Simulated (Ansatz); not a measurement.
```
CELL_PARAMETERS angstrom
      2.50882     0.00000     0.00000
     -1.25441     2.17270     0.00000
      0.00000     0.00000    24.70000
ATOMIC_POSITIONS crystal
  B  0.33333 0.66667 0.36570
  N  0.66667 0.33333 0.36565
  B  0.66667 0.33333 0.49996
  N  0.00000 0.00000 0.49999
  B  0.00000 0.00000 0.63430
  N  0.33333 0.66667 0.63439
```

Method: PBE+D3(BJ) (plane waves to 420 eV, PAW; Ansatz, a program for electronic structure). No spin–orbit coupling; PBE gaps are too small against experiment. Its k-point mesh 15×15×1, Fermi–Dirac width 0.01 eV. A dipole correction is on.

Question: Name the layers and their stacking, and give its gap.

Answer: 3 layers of hBN, started at parallel, shifted by (1/3,2/3) (facing B atop N, held by symmetry).
```
Quantity                                                                                                       Value
---------------------------------------------------------------------  ---------------------------------------------
step of the vacuum level across the stack (top less bottom)                                                 +0.25 eV
PBE gap over the mesh and listed points off it                         4.27 eV, indirect (lowest direct gap 4.41 eV)
valence and conduction edges under the vacuum level of the lower face                               5.61 and 1.34 eV
```
